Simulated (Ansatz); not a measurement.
Amorphous In₉Ga₉Zn₉O₄₁Ta₂

A CHGNet melt-quench gave the starting glass, which DFT then relaxed. O atoms were pushed apart under 1.9 Å during the dynamics, to hinder bonds among them. The hot cell started wider than the set density and was brought back towards it in steps. It is the lowest in DFT energy of 2 quenches. It is a model cell: composition and starting density were chosen by hand, and all elements were melted together. No dispersion term was used.

Methods: PBE, scalar-relativistic without spin-orbit coupling (Ansatz, a program for electronic structure); r2SCAN, scalar-relativistic without spin-orbit coupling (Ansatz); HSE06, scalar-relativistic without spin-orbit coupling (Ansatz). Geometry, pressure, stress and energy are those of the PBE run. Its sampling: a 2×2×2 Γ-centred mesh; Fermi-Dirac width 0.02 eV; no spin polarisation. Other functionals are single points at the zone centre (r2SCAN at 500 eV; exact exchange cut at the cell's faces), free to take moments where seeds were set. At PBE the levels at the filled edge of the gap are localised (band-tail or defect states), and the nearest spread-out levels lie 1.4 eV apart at the zone centre.

- Number of atoms in the cell = 70
- Density (held, not predicted) = 6.11 g/cm^3
- Volume per atom = 85.5 bohr^3
- Pressure on a 2×2×2 Γ-centred mesh = 3.01 GPa
- Largest force and stress component on that mesh (the relaxation ran on the zone centre alone) = 0.08 eV/Å and 3.1 GPa
- Level gap on a 2×2×2 Γ-centred mesh (PBE) = 1.15 eV
- Level gap at the zone centre (PBE) = 1.14 eV
- Level gap at the zone centre (r2SCAN) = 1.59 eV
- Level gap at the zone centre (HSE06) = 2.74 eV

Bonds are counted up to In-In 3.12 Å, In-Ga 2.90 Å, In-Zn 2.90 Å, In-O 2.74 Å, In-Ta 3.12 Å, Ga-Ga 2.68 Å, Ga-Zn 2.68 Å, Ga-O 2.24 Å, Ga-Ta 2.90 Å, Zn-Zn 2.68 Å, Zn-O 2.32 Å, Zn-Ta 2.90 Å, O-O 1.58 Å, O-Ta 2.60 Å, Ta-Ta 3.12 Å. Two cations that share two anions don't count as bonded, nor two that share one unless they lie closer than In-In 3.04 Å, In-Ga 2.82 Å, In-Zn 2.82 Å, In-Ta 3.04 Å, Ga-Ga 2.61 Å, Ga-Zn 2.61 Å, Ga-Ta 2.82 Å, Zn-Zn 2.61 Å, Zn-Ta 2.82 Å, Ta-Ta 3.04 Å.

The mean coordination of In by anions comes out as 5.56 (4 with 5, 5 with 6) and the mean coordination of Ga by anions is 4.22 (7 with 4, 2 with 5). The mean coordination of Zn by anions comes out as 4.00 (1 with 3, 7 with 4, 1 with 5) and the mean coordination of O is 3.29 (1 with 2, 27 with 3, 13 with 4). The mean coordination of Ta by anions is 5.50 (1 with 5, 1 with 6), the mean In-O bond is 2.206 Å (spread 0.120 Å, 50 counted) and the mean Ga-O bond is 1.894 Å (spread 0.062 Å, 38 counted).

Its density started from a set value of 6.12 g/cm³. The quench (nominally 210 K/ps over its main leg) was far faster than any real one, so the model tends to hold more defects than a real film. One small periodic cell is one sample of the glass; other quenches scatter about these values. The volume was held where the preparation left it and the shape relaxed, at a PBE pressure of 3.0 GPa. Stress components on the final sampling reach 3.1 GPa.
